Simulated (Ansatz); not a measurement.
Consider Pt in the fcc (Cu type) structure (space group Fm-3m, No. 225; relaxed with 0.1 eV smearing).

```xyz
1
Lattice="0.0000 1.9599 1.9599 1.9599 0.0000 1.9599 1.9599 1.9599 0.0000" Properties=species:S:1:pos:R:3 pbc="T T T"
Pt     0.0000     0.0000     0.0000
```

Cartesian axes are those of the cell as printed.

Calculations: Kohn–Sham DFT with the PBEsol functional, run in Ansatz (an electronic-structure program) with PAW and 420 eV plane waves, no spin-orbit coupling.

For the base:

```
Item               Result
---------------  --------
Pressure          0.0 GPa
Volume per atom  15.06 Å³
```

Now apply this change: tensile biaxial strain of 2.00 % in the plane normal to [001], as in epitaxy on a mismatched substrate; the out-of-plane cell vector and the atoms relax.

Question: What happens to the pressure, energy relative to the base and volume per atom?

Answer: The pressure (mean of the normal stresses, compression positive) goes from zero to -2.8 GPa; the energy rises by 8.4 meV/atom; the volume per atom rises by 0.16 Å³, from 15.06 Å³ to 15.22 Å³.

No phonon test of stability was made. The final runs are not spin-polarised.
